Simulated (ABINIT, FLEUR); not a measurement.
An ABINIT input for a self-consistent single point of CaMg₆Sn (Amm2, 8 atoms in the cell) (DFT, PBEsol, plane waves, norm-conserving pseudopotentials (PseudoDojo nc-sr-04 PBEsol standard)):

```
# CaMg6Sn, PseudoDojo nc-sr-04 PBEsol standard
pp_dirpath "./"
pseudos "Ca.upf, Mg.upf, Sn.upf"
acell 5.2073600000 6.7317531685 6.7317531685 Angstrom
rprim
         1.0000000000    0.0000000000    0.0000000000
         0.0000000000    0.4758403821    0.8795316542
         0.0000000000   -0.4758403821    0.8795316542
natom 8
ntypat 3
znucl 20 12 50
typat 1 2 2 2 2 2 2 3
xcart
         2.6036800000    0.0000000000    2.0065557310
         2.6036800000    1.5955338440    4.9425570762
         2.6036800000   -1.5955338440    4.9425570762
         0.0000000000    1.5849631520    6.8544985830
         0.0000000000   -1.5849631520    6.8544985830
         0.0000000000   -0.0000000000    3.9952306762
         0.0000000000   -0.0000000000    9.8922191004
         2.6036800000   -0.0000000000    7.8780847582
      Angstrom
ecut 84 Ry
ixc -116133
occopt 3
tsmear 0.1 eV
nband 53
kptopt 1
ngkpt 4 3 3
nshiftk 1
shiftk 0 0 0
nstep 100
tolvrs 1.0e-11
prtwf 0
prtden 0
```

Question: Write the same calculation as an input for FLEUR.

Answer: This is the input that was run; spellings and numerical settings could be chosen otherwise.

Input of the input generator:

```
CaMg6Sn crystal
&input film=f /
1.0000000000 0.0000000000 0.0000000000
0.0000000000 0.6151370368 1.1370041633
0.0000000000 -0.6151370368 1.1370041633
9.8404842323
1.0 1.0 1.0

8
20 0.5000000000 0.1694500000 0.1694500000
12 0.5000000000 0.6664400000 0.1683400000
12 0.5000000000 0.1683400000 0.6664400000
12 0.0000000000 0.8262500000 0.3314500000
12 0.0000000000 0.3314500000 0.8262500000
12 0.0000000000 0.3373900000 0.3373900000
12 0.0000000000 0.8353800000 0.8353800000
50 0.5000000000 0.6652900000 0.6652900000

&comp jspins=1 /
&exco xctyp='PBEs' /
&kpt div1=4 div2=3 div3=3 gamma=t /
&end /
```

```xml
<?xml version="1.0" encoding="UTF-8" standalone="no"?>
<fleurInput fleurInputVersion="0.39">
   <comment>
      CaMg6Sn crystal                                                                                     
   </comment>
   <calculationSetup>
      <cutoffs Kmax="3.8" Gmax="15.2" GmaxXC="15.2" numbands="0"/>
      <scfLoop itmax="80" minDistance="0.00001" maxIterBroyd="15" imix="Anderson" alpha="0.05" precondParam="0.0" spinf="2.0"/>
      <coreElectrons ctail="T" frcor="F" kcrel="0" coretail_lmax="0"/>
      <xcFunctional name="PBEs" relativisticCorrections="F"/>
      <magnetism jspins="1"/>
      <soc l_soc="F" theta="0.0" phi="0.0" spav="F"/>
      <expertModes spex="0" secvar="F"/>
      <geometryOptimization l_f="T" forcealpha="1.0" forcemix="BFGS" epsdisp="0.00001" epsforce="0.00001"/>
      <ldaU l_linMix="F" mixParam="0.05" spinf="1.0"/>
   </calculationSetup>
   <cell>
      <bzIntegration valenceElectrons="84.0" mode="hist" fermiSmearingEnergy="0.00367493">
         <kPointListSelection listName="default-1"/>
         <!-- k-points included here -->
         <xi:include xmlns:xi="http://www.w3.org/2001/XInclude" href="kpts.xml"> </xi:include>
      </bzIntegration>
      <!-- symmetry operations included here -->
      <xi:include xmlns:xi="http://www.w3.org/2001/XInclude" href="sym.xml"> </xi:include>
      <bulkLattice scale="1.0">
         <bravaisMatrix>
            <row-1>    9.8404842322999997     0.0000000000000000     0.0000000000000000</row-1>
            <row-2>    0.0000000000000000     6.0532463113341448    11.1886715410131057</row-2>
            <row-3>    0.0000000000000000    -6.0532463113341448    11.1886715410131057</row-3>
         </bravaisMatrix>
      </bulkLattice>
   </cell>
   <atomSpecies>
      <species name="Calcium (Ca)" element="Ca" atomicNumber="20">
         <mtSphere radius="2.68" gridPoints="925" logIncrement="0.013"/>
         <atomicCutoffs lmax="10" lnonsphr="8"/>
         <electronConfig flipSpins="F">
            <coreConfig>(1s1/2) (2s1/2) (2p1/2) (2p3/2)</coreConfig>
            <valenceConfig>(3s1/2) (3p1/2) (3p3/2) (4s1/2)</valenceConfig>
         </electronConfig>
         <energyParameters s="4" p="4" d="3" f="4"/>
         <lo type="SCLO" l="0" n="3" eDeriv="0"/>
         <lo type="SCLO" l="1" n="3" eDeriv="0"/>
      </species>
      <species name="Magnesium (Mg)" element="Mg" atomicNumber="12">
         <mtSphere radius="2.68" gridPoints="925" logIncrement="0.013"/>
         <atomicCutoffs lmax="10" lnonsphr="8"/>
         <electronConfig flipSpins="F">
            <coreConfig>(1s1/2)</coreConfig>
            <valenceConfig>(2s1/2) (2p1/2) (2p3/2) (3s1/2)</valenceConfig>
         </electronConfig>
         <energyParameters s="3" p="3" d="3" f="4"/>
         <lo type="SCLO" l="0" n="2" eDeriv="0"/>
         <lo type="SCLO" l="1" n="2" eDeriv="0"/>
      </species>
      <species name="Tin (Sn)" element="Sn" atomicNumber="50">
         <mtSphere radius="2.68" gridPoints="925" logIncrement="0.014"/>
         <atomicCutoffs lmax="10" lnonsphr="8"/>
         <electronConfig flipSpins="F">
            <coreConfig>(1s1/2) (2s1/2) (2p1/2) (2p3/2) (3s1/2) (3p1/2) (3p3/2) (4s1/2) (3d3/2) (3d5/2) (4p1/2) (4p3/2)</coreConfig>
            <valenceConfig>(5s1/2) (4d3/2) (4d5/2) (5p1/2) (5p3/2)</valenceConfig>
            <stateOccupation state="(5p1/2)" spinUp="0.3333333333333" spinDown="0.3333333333333"/>
            <stateOccupation state="(5p3/2)" spinUp="0.6666666666667" spinDown="0.6666666666667"/>
         </electronConfig>
         <energyParameters s="5" p="5" d="5" f="4"/>
         <lo type="SCLO" l="2" n="4" eDeriv="0"/>
      </species>
   </atomSpecies>
   <atomGroups>
      <atomGroup species="Calcium (Ca)">
         <relPos label="                   1">1.000/2.000 .1694500000 .1694500000</relPos>
         <force calculate="T" relaxXYZ="TTT"/>
      </atomGroup>
      <atomGroup species="Magnesium (Mg)">
         <relPos label="                   2">1.000/2.000 -.3335600000 .1683400000</relPos>
         <relPos label="                   3">1.000/2.000 .1683400000 -.3335600000</relPos>
         <force calculate="T" relaxXYZ="TTT"/>
      </atomGroup>
      <atomGroup species="Magnesium (Mg)">
         <relPos label="                   4">.0000000000 -.1737500000 .3314500000</relPos>
         <relPos label="                   5">.0000000000 .3314500000 -.1737500000</relPos>
         <force calculate="T" relaxXYZ="TTT"/>
      </atomGroup>
      <atomGroup species="Magnesium (Mg)">
         <relPos label="                   6">.0000000000 .3373900000 .3373900000</relPos>
         <force calculate="T" relaxXYZ="TTT"/>
      </atomGroup>
      <atomGroup species="Magnesium (Mg)">
         <relPos label="                   7">.0000000000 -.1646200000 -.1646200000</relPos>
         <force calculate="T" relaxXYZ="TTT"/>
      </atomGroup>
      <atomGroup species="Tin (Sn)">
         <relPos label="                   8">1.000/2.000 -.3347100000 -.3347100000</relPos>
         <force calculate="T" relaxXYZ="TTT"/>
      </atomGroup>
   </atomGroups>
   <output dos="F" band="F" slice="F">
      <checks vchk="F" cdinf="F"/>
      <bandDOS minEnergy="-.5*Htr" maxEnergy="0.5*Htr" sigma="0.015" storeEVData="T"/>
      <vacuumDOS vacdos="F" integ="F" star="F" nstars="0" locx1="0.0" locy1="0.0" locx2="0.0" locy2="0.0" nstm="0" tworkf="0.0"/>
      <unfoldingBand unfoldBand="F" supercellX="1" supercellY="1" supercellZ="1"/>
      <plotting iplot="0" polar="F">
         <plot TwoD="T" vec1="  1.0  0.0  0.0" vec2="  0.0  1.0  0.0" vec3="  0.0  0.0  1.0" zero="  0.0  0.0  0.0" file="plot"/>
      </plotting>
      <chargeDensitySlicing numkpt="0" minEigenval="0.0" maxEigenval="0.0" nnne="0" pallst="F"/>
      <specialOutput eonly="F"/>
      <magneticCircularDichroism mcd="F" energyLo="-10.0" energyUp="0.0"/>
   </output>
  <!-- We include the file relax.xml here to enable relaxations (see documentation) -->
  <xi:include xmlns:xi="http://www.w3.org/2001/XInclude" href="relax.xml"> <xi:fallback/> </xi:include>
</fleurInput>
```

Basis, cutoffs, solver keys and any potentials are the target program's own. This input uses DFT, PBEsol, all-electron FLAPW (FLEUR), scalar-relativistic valence.

The starting cell comes from a database of computed structures (which also holds hypothetical and non-ambient phases and stackings), without a prior relaxation at this level.
